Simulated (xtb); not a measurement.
xtb 6.7.1, GFN1-xTB: Cu(SH)(k2OAc) (CC1[O][Cu]([SH])<-[O]=1), charge 0, multiplicity 2, 10 atoms. The geometry is a generated start, not checked to be a minimum at this level.

```
Item                       Value
-----------------  -------------
run flags                 --grad
method                  GFN1-xTB
--acc                1 (default)
--etemp (K)        300 (default)
basis functions               44
valence electrons             41
```

```xyz
10

Cu    -1.0826     1.3388    -0.0206
S     -2.3098     3.0287    -0.1142
H     -1.5148     3.8887     0.5028
C      1.0909    -1.7296    -0.0693
C      0.2415    -0.5072    -0.0340
O      0.4036     0.4399    -0.8501
O     -0.6865    -0.3548     0.8062
H      0.4754    -2.5765    -0.3679
H      1.9021    -1.5943    -0.7786
H      1.4802    -1.9336     0.9257
```

Charge 0 and multiplicity 2 are set for this test and not shown to be the ground state. GFN-xTB has no spin term: --uhf 1 sets the occupations alone.

One run each on 1 thread. Values of broydamp tried: 0.02, 0.05, 0.1, 0.2, 0.4 (default), 0.6, 0.8, 1.

Problem. Which value of broydamp needs the fewest SCC iterations, and what happens away from it?

Solution. Fewest SCC iterations, within one of each other: 0.4 (default) with 12, 0.6 with 11. The count rises to 21 at 0.02. All converge to one solution.

```tsv
broydamp	SCC iterations	end
0.02	21	same solution
0.05	18	same solution
0.1	16	same solution
0.2	13	same solution
0.4 (default)	12	same solution
0.6	11	same solution
0.8	14	same solution
1	13	same solution
```
